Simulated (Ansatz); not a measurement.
Given:

```yaml
crystal:
  lattice:
    - [3.60017, 0.00000, 0.00000]
    - [0.00000, 3.60017, 0.00000]
    - [0.00000, 0.00000, 5.06841]
  atoms:
    - { symbol: Zr, position: [0.00000, 0.00000, 0.00000] }
    - { symbol: Zr, position: [0.50000, 0.50000, 0.50000] }
    - { symbol: O, position: [0.00000, 0.50000, 0.30177] }
    - { symbol: O, position: [0.00000, 0.50000, 0.80177] }
    - { symbol: O, position: [0.50000, 0.00000, 0.19823] }
    - { symbol: O, position: [0.50000, 0.00000, 0.69823] }
```

The cell is strained (lengths along the current scaled by 0.97, ions clamped); by r2SCAN it stands under a pressure of 7.3 GPa.

Transport runs along the normal of the first two printed cell vectors, the (001) (indices of the unstrained crystal) plane of the conventional cell.

The gap is the functional's own, uncorrected, and κ follows it; spin-orbit coupling is left out. Mid-gap means the computed energy nearest the middle.

Task: State the band gap and the smallest decay constant κ at mid-gap according to r2SCAN run with Ansatz (a first-principles code).

Result: Gap 4.35 eV on a 8×8×6 mesh; κ = 0.381 1/Å, at the zone centre.
